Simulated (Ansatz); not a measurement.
**rock-salt NbN (1 1 0) on zinc-blende InAs (1 1 0) (film strained to the substrate, started from cuts of the bulks and a machine-learned relaxation; slabs As6In6 and N12Nb12, which can lie off the formulas)**

A periodic stack without vacuum, rock-salt NbN (1 1 0) on zinc-blende InAs (1 1 0) (film strained to the substrate, started from cuts of the bulks and a machine-learned relaxation; slabs As6In6 and N12Nb12, which can lie off the formulas): substrate slab As6In6, film N12Nb12, surface cells [[0, -1], [1, -1]] and [[1, 0], [1, 2]], film strained by -1.1 and -1.1 %, outermost planes AsIn/AsIn and NNb/NNb as cut, which need not be the usual terminations and can put a slab off its formula.

The start was prepared with a machine-learned potential, and the result is one local minimum, with the in-plane cell held and forces under 0.04 eV/Å; the film can end far from its bulk form.

All values below come from PBE (plane waves to 420 eV, PAW; Ansatz, a program for electronic structure). No spin–orbit coupling; the runs are not spin-polarised; PBE gaps are too small against experiment. Its k-point mesh 9×5×1, Fermi–Dirac width 0.05 eV.

| Item | Value |
|---|---|
| interface area | 27.1 Å² |
| period | 23.33 Å |
| heights between the nearest atoms of the two slabs at the two interfaces | 2.12 and 2.09 Å |
| As–Nb contacts across the interfaces within 1.22 times the sum of covalent radii | 4, mean 2.78 Å |
| In–Nb contacts across the interfaces within 1.22 times the sum of covalent radii | 4, mean 3.33 Å |
| In–N contacts across the interfaces within 1.22 times the sum of covalent radii | 2, mean 2.29 Å |

```xyz
36
Lattice="4.3738 0.0007 0.0429 4.3745 6.1836 -0.1683 4.2433 2.2677 23.3123" Properties=species:S:1:pos:R:3 pbc="T T T"
As     4.4817     0.9499     1.0353
As     6.6433     4.3006     3.1785
As     4.4288     1.3100     5.4982
As     6.5919     4.4800     7.5884
As     4.3851     1.4416     9.9104
As     6.5684     4.4280    12.0641
In     8.8294     5.8348     3.2325
In     6.6688     2.5180     1.1839
In     8.7774     6.0314     7.5794
In     6.6151     2.8608     5.4481
In     8.7550     5.9919    11.8633
In     6.5705     2.9700     9.7955
N      4.3728     3.1197    14.2712
N      8.7493     6.2844    14.1432
N      6.6686     1.5945    15.9486
N      6.6290     4.7083    15.8429
N      8.6064     6.3193    17.2541
N      4.3107     3.2816    17.3590
N      6.6581     4.7263    18.9587
N     11.0516     7.8778    18.9583
N      4.3466     3.3080    20.4801
N      8.6906     6.4299    20.4431
N     10.9295     7.9384    21.9733
N      6.5764     4.9392    22.1731
Nb     4.4694     1.6639    15.7676
Nb     8.7999     4.7677    15.6647
Nb     6.5714     3.1747    14.4266
Nb     6.5473     6.2044    14.3348
Nb     8.8469     4.9181    18.8923
Nb     8.8603     7.8912    18.7213
Nb     6.4415     6.2690    17.4251
Nb     6.4919     3.1094    17.4817
Nb     8.7420     8.0357    21.8441
Nb     8.7706     4.8632    21.9552
Nb     6.5425     3.3125    20.7177
Nb     6.5117     6.3224    20.5754
```
